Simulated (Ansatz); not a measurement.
Band structure of SnO₂ (Pnnm, 6 atoms in the cell).

```xyz
6
Lattice="4.7914 0.0000 0.0000 0.0000 4.8700 0.0000 0.0000 0.0000 3.2432" Properties=species:S:1:pos:R:3 pbc="T T T"
Sn     2.3957     2.4350     1.6216
Sn     0.0000     0.0000     0.0000
O      1.3984     1.5635     0.0000
O      3.3930     3.3065     0.0000
O      3.7940     0.8715     1.6216
O      0.9973     3.9985     1.6216
```

Method: PBEsol, default PAW files made with PBE (plane waves; Ansatz, a quantum-chemistry and plane-wave program).

Settings: kpoints.mp_grid.grid = 5 5 7; hamiltonian.xc = pbesol; hamiltonian.pseudopotentials = {kind: paw} (the program's default PAW files); scf.occupations.method = fixed; kpoints.band_path.npoints = 8.

The starting cell comes from a database of computed structures (which also holds hypothetical and non-ambient phases and stackings), without a prior relaxation at this level. Its lattice was rescaled by a random factor within 2.5 % of one.

Q: Predict the gap along the standard path and the places of the band edges.

A: The gap along the path is 0.70 eV, direct at Γ to within 0.01 eV.

Levels in eV from the top of the valence band on the path, bands 23 to 30:
```
point     23     24     25     26    27    28    29    30
-----  -----  -----  -----  -----  ----  ----  ----  ----
Γ      -1.15  -0.63  -0.62  -0.01  0.70  5.62  5.92  6.07
X      -1.45  -1.45  -1.05  -1.05  5.55  5.55  9.25  9.25
S      -0.83  -0.83  -0.72  -0.72  5.85  5.85  7.62  7.62
Y      -1.12  -1.12  -0.44  -0.44  3.77  3.77  6.50  6.50
Z      -1.11  -1.11  -0.56  -0.56  3.93  3.93  6.95  6.95
U      -1.04  -1.04  -0.62  -0.62  5.75  5.75  7.40  7.40
R      -0.84  -0.84  -0.66  -0.66  4.31  4.31  8.51  8.51
T      -1.24  -1.24  -0.73  -0.73  4.25  4.25  7.06  7.06
```

Keys are those of Ansatz 0.2.
